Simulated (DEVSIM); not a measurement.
System: illuminated GaAs p-on-n cell, one wavelength, at 300 K.

Layer 1 from the left is GaAs, thickness (μm) 0.0760, Na (cm⁻³) 1.1e18, τn (s) 4.5e-11, τp (s) 6.1e-10, absorption coefficient (cm⁻¹) 5000. Layer 2 from the left is GaAs, thickness (μm) 3.80, Nd (cm⁻³) 1e15, τn (s) 1.8e-9, τp (s) 1.8e-9, absorption coefficient (cm⁻¹) 5000.

Left contact: ohmic, minority electron recombination velocity 2e5 cm/s. Right contact: ohmic, minority hole recombination velocity 10000 cm/s. Voltage is applied to the left contact. Recombination: SRH at mid-gap, radiative, Auger. Light enters at the left, 7.9e17 photons cm⁻² s⁻¹, one pass, no reflection. Mobility is constant in doping.

This is a model device: material constants are rounded textbook-type values typed into the input, and sizes, dopings and lifetimes were drawn at random. Values at 300 K.

GaAs: gap (eV) 1.424, affinity (eV) 4.07, permittivity 12.9, Nc (cm⁻³) 4.7e17, Nv (cm⁻³) 9e18, μn (cm²/Vs) 8500, μp (cm²/Vs) 400, B (cm³/s) 2e-10, Cn (cm⁶/s) 1e-30, Cp (cm⁶/s) 1e-30.

DEVSIM, 1D drift-diffusion, Boltzmann statistics, complete ionisation; no tunnelling, impact ionisation, image-force lowering or self-heating.

Dark forward current:

```csv
|V| (V),|J| (A/cm²)
0.05,1.307e-9
0.10,4.567e-9
0.15,1.327e-8
0.20,3.689e-8
0.25,1.012e-7
0.30,2.770e-7
0.35,7.586e-7
0.40,2.084e-6
0.45,5.746e-6
0.50,1.593e-5
0.55,4.450e-5
0.60,0.0001256
0.65,0.0003600
0.70,0.001059
0.75,0.003254
0.80,0.01074
0.85,0.03942
0.90,0.1647
0.95,0.7625
1.00,3.458
1.05,12.92
1.10,39.77
1.15,114.8
1.20,334.0
1.25,1006
1.30,3104
```

Q: Work out the local ideality factor n = ΔV / (kT/q · ln(J2/J1)) between the rows 0.15 and 0.20 V, 0.90 and 0.95 V, 1.25 and 1.30 V.

A: kT/q = 25.85 mV. From 0.15 to 0.20 V: ln(3.689e-8/1.327e-8) = 1.022, n = 1.89, near the 2 of recombination in the depletion region. From 0.90 to 0.95 V: ln(0.7625/0.1647) = 1.532, n = 1.26. From 1.25 to 1.30 V: ln(3104/1006) = 1.127, n = 1.72.

Q: What current could the absorbed light give at most, and what share is collected?

A: Σ αd = 1.94, so qΦ(1 − exp(−Σ αd)) = 108 mA/cm². The simulated short-circuit current is 87.09 mA/cm², a share of 0.80.

Q: Estimate the open-circuit voltage by superposition: the voltage at which the dark current equals that short-circuit current.

A: Interpolating ln J in the table gives 0.878 V. The simulation gives 0.871 V; the estimate lies 7 mV above. Superposition holds where collection doesn't change with voltage.

Q: Estimate the fill factor from FF0 = (v − ln(v + 0.72))/(v + 1), v = qVoc/(nkT), with n from the dark curve.

A: The rows about Voc, 0.85 and 0.90 V, give n = 1.35, so v = 24.9 and FF0 = 0.836. The simulation gives 0.704; the estimate lies 19 % above.
